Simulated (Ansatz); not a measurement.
# Amorphous Hf$_{18}$O$_{37}$Zn

The cell was made by melting and quenching with the CHGNet potential and then relaxed with DFT. O atoms were pushed apart under 1.9 Å during the dynamics, to hinder bonds among them. The hot cell started wider than the set density and was brought back towards it in steps. It is the lowest in DFT energy of 2 quenches. It is a model cell: composition and starting density were chosen by hand, and all elements were melted together. No dispersion term was used.

Methods: PBE, scalar-relativistic without spin-orbit coupling (Ansatz, an electronic-structure program); r2SCAN, scalar-relativistic without spin-orbit coupling (Ansatz); HSE06, scalar-relativistic without spin-orbit coupling (Ansatz). Geometry, pressure, stress and energy are those of the PBE run. Its sampling: a 2×2×2 Γ-centred mesh; Fermi-Dirac width 0.02 eV; no spin polarisation. Other functionals are single points at the zone centre (r2SCAN at 500 eV; exact exchange cut at the cell's faces), free to take moments where seeds were set.

| Property | Value |
|---|---|
| Number of atoms in the cell | 56 |
| Density (volume relaxed, without dispersion) | 8.81 g/cm³ |
| Volume per atom | 13.02 Å³ |
| Pressure on a 2×2×2 Γ-centred mesh | 0.04 GPa |
| Largest force and stress component on that mesh (the relaxation ran on the zone centre alone) | 0.08 eV/Å and 0.1 GPa |
| Energy relative to HfO2 (P2_1/c) + wurtzite ZnO (lowest mix at this level among the phases computed, not always the ambient ones) | 0.167 eV/atom |
| Gap on a 2×2×2 Γ-centred mesh (PBE) | 4.05 eV |
| Gap at the zone centre (PBE) | 4.07 eV |
| Gap at the zone centre (r2SCAN) | 4.58 eV |
| Gap at the zone centre (HSE06) | 5.67 eV |

Bonds are counted up to Hf-Hf 3.34 Å, Hf-O 2.56 Å, Hf-Zn 3.01 Å, O-O 1.58 Å, O-Zn 2.26 Å, Zn-Zn 2.68 Å. Two cations that share two anions don't count as bonded, nor two that share one unless they lie closer than Hf-Hf 3.25 Å, Hf-Zn 2.93 Å, Zn-Zn 2.61 Å.

| Item | Result |
|---|---|
| Mean coordination of Hf by anions | 5.94 (2 with 5, 15 with 6, 1 with 7) |
| Mean coordination of O | 3.00 (1 with 2, 35 with 3, 1 with 4) |
| Mean coordination of Zn by anions | 4.00 (1 with 4) |
| Mean Hf-O bond | 2.119 Å (spread 0.089 Å, 107 counted) |
| Mean O-Zn bond | 2.027 Å (spread 0.054 Å, 4 counted) |

Its density started from a set value of 8.88 g/cm³. The simulated quench (nominally 300 K/ps over its main leg) is rapid and tends to freeze in more defects than a deposited or slowly cooled glass has. Values belong to this one cell and scatter from quench to quench. Volume and shape were free in the relaxation.
